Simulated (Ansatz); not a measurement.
# CoPdO2, response to strain

The reference is CoPdO$_{2}$ (space group R-3m, No. 166; a = 2.8253 Å, c = 17.7618 Å (hexagonal axes); not spin-polarised; relaxed with 0.1 eV smearing). Axes: x lies along a and z along c of the hexagonal cell.

Strains are applied to the cell and any free atomic positions relax.

The values are results of Kohn–Sham DFT with the r2SCAN functional, run in Ansatz (a quantum-chemistry and plane-wave program) with PAW and 500 eV plane waves, spin-orbit coupling left out, earlier PAW set, not measurements.

Candidates:
(a) isotropic strain −3.53 %
(b) uniaxial strain ε_xx = −4.94 %
(c) isotropic strain +1.13 %
(d) uniaxial strain ε_yy = +0.36 %

Notes on the quantities. energy relative to the base: free energy F.

Task: Order them by energy relative to the base, highest first.

Result: (a) isotropic strain −3.53 % (+96 meV/atom), (b) uniaxial strain ε_xx = −4.94 % (+30 meV/atom), (c) isotropic strain +1.13 % (+8.2 meV/atom), (d) uniaxial strain ε_yy = +0.36 % (+0.1 meV/atom)

Whether these cells are dynamically stable was not tested. Seeded moments were not kept for the base. No Hubbard U is applied and the magnetic state is the run's own (CoPdO2 not spin-polarised; CoPdO2 non-magnetic); small cells can't hold the antiferromagnetic order that many such compounds have, so gaps and moments can be off. All final runs are without spin polarisation. An odd electron count without spin: CoPdO2.
